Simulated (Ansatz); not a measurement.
AlSiCN (model structure, R3m, No. 160, 4 atoms in the cell)

Level of theory: LDA (plane waves, PAW; Ansatz, a first-principles code).

Run with plane-wave cutoff 520 eV, 20×20×20 k mesh, Fermi–Dirac smearing 0.05 eV, scalar-relativistic PAW data made under PBE.

Cell (relaxed at this level):

```yaml
crystal:
  lattice:
    - [1.54536, 0.89221, 5.03599]
    - [-1.54536, 0.89221, 5.03599]
    - [0.00000, -1.78443, 5.03599]
  atoms:
    - { symbol: Al, position: [0.00476, 0.00476, 0.00476] }
    - { symbol: N, position: [0.87280, 0.87280, 0.87280] }
    - { symbol: Si, position: [0.49347, 0.49347, 0.49347] }
    - { symbol: C, position: [0.37894, 0.37894, 0.37894] }
```

* **band gap**: none
* **bulk modulus**: 195 GPa

Note: the bulk modulus is −V dP/dV from two relaxed cells at ±2 % in volume; the relaxation could raise the start's symmetry but not lower it, so the cell can be a saddle point.

Computed values are for the static lattice.

Cost on a shared machine: very roughly 9 core-minutes.

A model structure was made by putting elements into a prototype or built by hand; it is no filed structure, need not be a known phase, and can be a saddle point held by its symmetry.
